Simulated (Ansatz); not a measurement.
O on the 1x1 (110) surface of bcc Nb, one in a 2x2 cell: adsorption energies (eV for each) against ½ O2(g) in Ansatz (plane waves, PAW). Structures relaxed with PBE; the other functionals are single points on them, with slab and gas at the same level. No dispersion, zero-point or thermal terms. Rows are starts at which the adsorbate stayed.

Set-up: 17 atoms, 6.8 Å thick at the start under the adsorbate (thin: gaps and levels are the slab's own); mesh 5x5x1; 0.1 eV smearing; dipole correction on; 8 atoms held, the rest relaxed; each run with such symmetry as its start has; spin where the adsorbate may keep a moment, no spin-orbit, no U, no dispersion correction.

```tsv
site	PBE	RPBE	r2SCAN
top Nb	-2.71	-2.60	___
hollow Nb-Nb-Nb	-4.61	-4.36	___
bridge Nb-Nb (span 2.9 Å)	-4.02	-3.81	___
bridge Nb-Nb (span 3.3 Å)	-4.40	-4.17	___
```

Q: Fill in the missing entries.

A: 
- top Nb, r2SCAN: -2.78
- hollow Nb-Nb-Nb, r2SCAN: -4.98
- bridge Nb-Nb (span 2.9 Å), r2SCAN: -4.31
- bridge Nb-Nb (span 3.3 Å), r2SCAN: -4.76

RPBE moves the energies by 0.20 eV on average against PBE and puts 'hollow Nb-Nb-Nb' lowest, as PBE does. r2SCAN moves the energies by -0.27 eV on average against PBE and puts 'hollow Nb-Nb-Nb' lowest, as PBE does.

Ansatz is a program for electronic structure.
